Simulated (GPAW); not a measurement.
Input and output of a self-consistent single point for SrP2Os2 (I4/mmm, 5 atoms in the cell) (GPAW).

Computed with PBEsol, GPAW PAW datasets PBEsol (made by gpaw-setup) (plane waves; GPAW 25.7.0).

The change in words: lattice scaled by 0.98. Reference geometry:
```
Sr(POs)2
1.0
   -2.02943     2.02943     5.69928
    2.02943    -2.02943     5.69928
    2.02943     2.02943    -5.69928
Sr P Os
1 2 2
Direct
  0.00000   0.00000   0.00000
  0.34985   0.34985   0.00000
  0.65015   0.65015   0.00000
  0.75000   0.25000   0.50000
  0.25000   0.75000   0.50000
```

Reference input (self-consistent single point, DFT PBEsol, plane waves, GPAW PAW datasets PBEsol (made by gpaw-setup)): mode = pw; ecut = 550 eV; xc = PBEsol; kpts = 7 7 7; mesh shift (steps) = 0 0 0; occupations.name = fermi-dirac; occupations.width = 0.1 eV; nbands = -13; convergence.density = 1e-05 e/electron; convergence.energy = 1e-05 eV/electron; symmetry.symmorphic = false; symmetry.tolerance = 0.0005. This run's input differs from it in these lines:

```diff
@@ -5,10 +5,10 @@
 atoms = Atoms(['Sr', 'P', 'P', 'Os', 'Os'],
-              cell=[[-2.029430, 2.029430, 5.699280],
-                    [2.029430, -2.029430, 5.699280],
-                    [2.029430, 2.029430, -5.699280]],
+              cell=[[-1.988841, 1.988841, 5.585294],
+                    [1.988841, -1.988841, 5.585294],
+                    [1.988841, 1.988841, -5.585294]],
               positions=[[0.000000, 0.000000, 0.000000],
-                         [-0.000000, 0.000000, 3.987786],
-                         [0.000000, -0.000000, 7.410774],
-                         [-0.000000, 2.029430, 2.849640],
-                         [2.029430, 0.000000, 2.849640]],
+                         [-0.000000, 0.000000, 3.908030],
+                         [0.000000, -0.000000, 7.262558],
+                         [-0.000000, 1.988841, 2.792647],
+                         [1.988841, 0.000000, 2.792647]],
               pbc=True)
```

Log, with long lists cut:

```
     iter     time        total  log10-change:
                         energy   eigst   dens
iter:   1 --:--:--   -40.844911
iter:   2 --:--:--   -41.067512   -0.28  -1.32
iter:   3 --:--:--   -40.979261   -1.00  -1.35
iter:   4 --:--:--   -40.908988   -1.41  -1.41
iter:   5 --:--:--   -40.895062   -2.02  -1.71
   [... 5 lines left out ...]
iter:  11 --:--:--   -40.866006   -4.82  -3.00
iter:  12 --:--:--   -40.866536   -4.77  -3.09
iter:  13 --:--:--   -40.866113   -5.14  -2.90
iter:  14 --:--:--   -40.865953   -5.29  -3.13
iter:  15 --:--:--   -40.865973c  -6.34  -3.36
iter:  16 --:--:--   -40.865937c  -5.30  -3.40
iter:  17 --:--:--   -40.865936c  -6.47  -3.91
iter:  18 --:--:--   -40.865943c  -5.63  -3.93
iter:  19 --:--:--   -40.865930c  -6.34  -3.83
iter:  20 --:--:--   -40.865944c  -6.37  -4.13
iter:  21 --:--:--   -40.865948c  -6.95  -4.17
iter:  22 --:--:--   -40.865954c  -7.26  -4.39
iter:  23 --:--:--   -40.865955c  -8.20c -4.56
iter:  24 --:--:--   -40.865955c  -8.46c -4.76
iter:  25 --:--:--   -40.865953c  -8.52c -4.88
iter:  26 --:--:--   -40.865953c  -9.51c -5.27c
Converged after 26 iterations.

Dipole moment: (-0.000000, -0.000000, -0.000000) |e|*Ang

Energy contributions relative to reference atoms: (reference = -1042597.821679)

Kinetic:        +53.915609
Potential:      -44.182703
External:        +0.000000
XC:             -49.625980
Entropy (-ST):   -0.054769
Local:           -0.945494
SIC:             +0.000000
--------------------------
Free energy:    -40.893338
Extrapolated:   -40.865953

Showing only first 2 kpts
 Kpt  Band  Eigenvalues  Occupancy
  0    22     10.34395    1.27171
  0    23     10.34396    1.27169
  0    24     11.26394    0.00035
  0    25     12.57791    0.00000

  1    22      9.66390    1.99873
  1    23      9.75111    1.99696
  1    24     11.14696    0.00114
  1    25     12.50161    0.00000

Fermi level: 10.39969

No gap
   [... lines left out ...]
Energy (eV): -40.865953

Forces in eV/Ang:
  0 Sr   -0.00000    0.00000   -0.00000
  1 P    -0.00000   -0.00000    1.28383
  2 P    -0.00000   -0.00000   -1.28383
  3 Os    0.00000    0.00000    0.00000
  4 Os    0.00000    0.00000    0.00000

Stress tensor:
    -0.061385     0.000000     0.000000
     0.000000    -0.061385     0.000000
     0.000000     0.000000    -0.034025
Stress (GPa, Voigt): [-9.835  -9.835  -5.4515  0.      0.      0.    ]
```

The run converged in 26 iterations. GPAW prints stress with tension positive. Against the reference run the free energy rises by 19.1 meV/atom, the pressure goes from -2.38 to 8.37 GPa and the largest force goes from 0.224 to 1.284 eV/Å.

The starting cell comes from a database of computed structures (which also holds hypothetical and non-ambient phases and stackings), without a prior relaxation at this level. For this run, on top of that: lattice scaled by 0.98. Spin polarisation is off. With a pressure of about 8 GPa the cell is away from its equilibrium volume at this level. Forces in this geometry exceed 1 eV/Å.

Cost on one core of a shared machine: roughly 3 min.
